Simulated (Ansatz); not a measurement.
CsCl-type PdIn, treated with PBE (Ansatz, a program for electronic structure, plane waves, PAW).

Numerical settings: plane-wave cutoff 520 eV, 20×20×20 k mesh, Fermi–Dirac smearing 0.091 eV (set by the program), scalar-relativistic PAW data made under PBE.

Cell (relaxed at this level):

```cif
data_InPd
_chemical_formula_sum 'In1 Pd1'
_space_group_name_H-M_alt 'P 1'
_space_group_IT_number 1
_cell_length_a 3.30505
_cell_length_b 3.30505
_cell_length_c 3.30505
_cell_angle_alpha 90.000
_cell_angle_beta 90.000
_cell_angle_gamma 90.000
loop_
_space_group_symop_operation_xyz
  'x, y, z'
loop_
_atom_site_label
_atom_site_type_symbol
_atom_site_fract_x
_atom_site_fract_y
_atom_site_fract_z
_atom_site_occupancy
In1 In 0.50000 0.50000 0.50000 1
Pd1 Pd 0.00000 0.00000 0.00000 1
```

Q: Predict the Voigt–Reuss–Hill bulk modulus, Poisson ratio, elastic constant C12, elastic constant C44 and elastic constant C11.

A: 
- Voigt–Reuss–Hill bulk modulus: 110 GPa
- Poisson ratio: 0.386
- elastic constant C12: 101 GPa
- elastic constant C44: 43.3 GPa
- elastic constant C11: 128 GPa

Elastic constants are with the ions relaxed.

Spin–orbit coupling is not included.

Computed values are for the static lattice.
